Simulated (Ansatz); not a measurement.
Output of an Ansatz run (abridged):

```
WARN ansatz: RAYON_NUM_THREADS=1 ignored (pool sized by the plan → 1); use --threads N
Pseudopotentials: kind: paw
Pseudopotential: Au, paw, valence charge 19
Crystal: 2 atoms, lattice volume = 39.687 Å³
Basis set: ecut = 420.4159175005146 eV, 779 PW (Γ)
Bands: 23, of which v1, the nominal top of the filled ones, is band 19 counted from 1 (18 counted from 0)
Symmetry: 2 space group operations
Space group: P-1 (ITA 2), of the structure as read, at distance tolerance 3.4e-5 Å
k-points: 162 of 320
PAW frozen core: Au, regenerated for the run's functional, and the local potential with it
Initial density: superposition of atomic densities (neutral atoms: chi_scale 0, normalization atom), corrected by the library's trained network
Initial wavefunctions: pseudopotential atomic-orbital guess
Eigensolver: davidson
Functional: x = slater, c = lda
SCF iter   1: F=—  HF=-25729.437200 eV  |F-HF|=—  |Δ(HF+E_count)|=         —  Δρ=8.43e-3  dr2=2.16e-2  ethr=1.77e-3  ⟨swp⟩=4.9  Hψ=14077  notcnv=0
all-band conjugate gradients solve this SCF's bands
preconditioner: auto → Kerker (q_TF=auto, 2.709 Å⁻¹)
SCF iter   2: F=—  HF=-25729.433129 eV  |F-HF|=—  |Δ(HF+E_count)|=   4.07e-3  Δρ=3.84e-3  dr2=3.65e-3  ethr=5.68e-5  ⟨swp⟩=2.0  Hψ=6744  notcnv=0
SCF iter   3: F=—  HF=-25729.431923 eV  |F-HF|=—  |Δ(HF+E_count)|=   1.21e-3  Δρ=7.70e-4  dr2=1.18e-4  ethr=9.61e-6  ⟨swp⟩=2.0  Hψ=4905  notcnv=0
SCF iter   4: F=—  HF=-25729.431915 eV  |F-HF|=—  |Δ(HF+E_count)|=   8.17e-6  Δρ=1.43e-4  dr2=8.33e-6  ethr=3.10e-7  ⟨swp⟩=2.5  Hψ=6333  notcnv=0
SCF iter   5: F=—  HF=-25729.431911 eV  |F-HF|=—  |Δ(HF+E_count)|=   3.63e-6  Δρ=4.06e-5  dr2=1.31e-6  ethr=2.19e-8  ⟨swp⟩=2.0  Hψ=5450  notcnv=0
SCF iter   6: F=-25729.431911 eV  HF=-25729.431911 eV  |F-HF|=2.07e-8  |Δ(HF+E_count)|=   1.98e-7  Δρ=9.91e-6  dr2=5.22e-8  ethr=2.63e-10  ⟨swp⟩=3.9  Hψ=15965  notcnv=0
SCF 1 converged in 6 iterations: F = -25729.431911 eV  dr2 = 5.22e-8
SCF converged after 6 iterations
Free energy (F): -25729.431911 eV
Harris-Foulkes:  -25729.431911 eV  (|F-HF|=2.07e-8)
Internal energy: -25729.427586 eV  (E = F + TS)
E sigma→0 (E₀):  -25729.429748 eV
Entropy (-TS):   -0.004325 eV (-2.163 meV/atom)
Fermi energy:    16.178930 eV
--- Per-component energies (eV) ---
  E_band       = -559.693213
  E_kinetic    = 1206.929145
  E_local      = -4003.276374  (includes V_loc(G=0)·N_el)
  E_nonlocal   = 162.634254
  E_hartree    = 1677.918687
  E_xc         = -451.309439
  E_vxc        = -547.253096  (∫ρ·V_xc dr)
  E_paw        = -18846.885595  (= ΣΔE_a)
  E_vpaw       = -734.562298  (= ΣTr[D̂ρ^β])
  E_aug_tail   = 0.002601  (compensation charges beyond the density's cutoff)
  E_ewald      = -5476.486299
  E_core_change = 1.045435  (= ΣΔE_core)
  E_smearing   = -0.004325  (= −TS)
  E_closure    = -0.000000  (closes the sum)
  Σ components = -25729.431911   (vs F -25729.431911, Δ=0.00e0)
--- Forces (eV/Å), atoms counted from 1 ---
  atom   1  Au    -0.06045595    -0.04167459    -0.44922798
  atom   2  Au     0.06045595     0.04167459     0.44922798
  max |Σ_I F_I| component: 0.00e0 eV/Å
--- Stress (GPa, compression-positive) ---
      -14.649985      -0.102229       0.560709
       -0.102229     -14.779192       0.345627
        0.560709       0.345627     -10.784396
  P = ⅓ Tr σ = -13.4045 GPa (-134.045 kbar)
  The stress holds the Pulay correction. Without it, at fixed plane waves, as pw.x and ABINIT print it: P = -13.4366 GPa
--- Band table (eV; the first three rows and the last of 162) ---
  k-point 0: bands = ["-88.8610", "-88.8520", "-40.2755", "-40.1028", "-40.1009", "-40.0976", "-40.0924", "-40.0803", "7.8060", "10.3189", "10.6537", "11.0663", "11.5423", "13.4760", "13.4993", "13.8463", "13.9150", "14.2562", "14.5927", "16.1674", [...]
  k-point 1: bands = ["-88.8602", "-88.8528", "-40.2591", "-40.1097", "-40.1055", "-40.1003", "-40.0882", "-40.0870", "8.0961", "10.1767", "10.5819", "11.1545", "11.6224", "13.1323", "13.1663", "14.1955", "14.2370", "14.2850", "14.5709", "14.6510", [...]
  k-point 2: bands = ["-88.8582", "-88.8548", "-40.2201", "-40.1413", "-40.1108", "-40.1099", "-40.0851", "-40.0832", "8.8135", "9.8633", "10.5009", "11.2616", "11.4596", "12.8206", "12.8816", "13.3506", "14.3081", "14.4888", "14.5700", "14.6140", [...]
  k-point 161: bands = ["-88.8486", "-88.8434", "-40.2540", "-40.2397", "-40.2313", "-40.2173", "-40.1856", "-40.0933", "10.5131", "10.8283", "11.0279", "11.4807", "12.3904", "12.6212", "13.7684", "14.6835", "15.3660", "15.4046", "19.3127", [...]
```

The structure:

```xyz
2
Lattice="2.8296 0.0000 0.0000 -0.0130 2.8343 0.0000 -1.1436 -1.1913 4.9486" Properties=species:S:1:pos:R:3 pbc="T T T"
Au     0.0911     0.0819     3.6424
Au     1.5818     1.5610     1.3562
```

Problem. What input produced this log?

Solution. Other spellings and defaults could give the same log, and not every line can be read from it. The input that was run (DFT, LDA (PW92), plane waves, default PAW files made with PBE):

Ansatz 0.2 input:
```yaml
crystal:
  lattice:
    - [2.829567, 0.000000, 0.000000]
    - [-0.013020, 2.834281, 0.000000]
    - [-1.143585, -1.191337, 4.948638]
  atoms:
    - { symbol: Au, position: [0.331243, 0.338287, 0.736044] }
    - { symbol: Au, position: [0.672860, 0.665960, 0.274060] }
basis:
  ecutwfc: 30.9 Ry
kpoints:
  mp_grid: { grid: [8, 8, 5] }
hamiltonian:
  xc: lda
  pseudopotentials: { kind: paw }
scf:
  occupations: { method: gaussian, width: 0.0073 Ry }
output:
  forces: true
  eigenvalues: true
  stress: true
```

The starting cell comes from a database of computed structures (which also holds hypothetical and non-ambient phases and stackings), without a prior relaxation at this level. Its lattice was rescaled by up to half a per cent. One atom was moved a little off its site on purpose. Spin-orbit coupling is off. With a pressure of about -13 GPa the cell is away from its equilibrium volume at this level. Ansatz's pressure includes its estimate of the finite-basis (Pulay) stress.

Ansatz is a program for electronic structure.
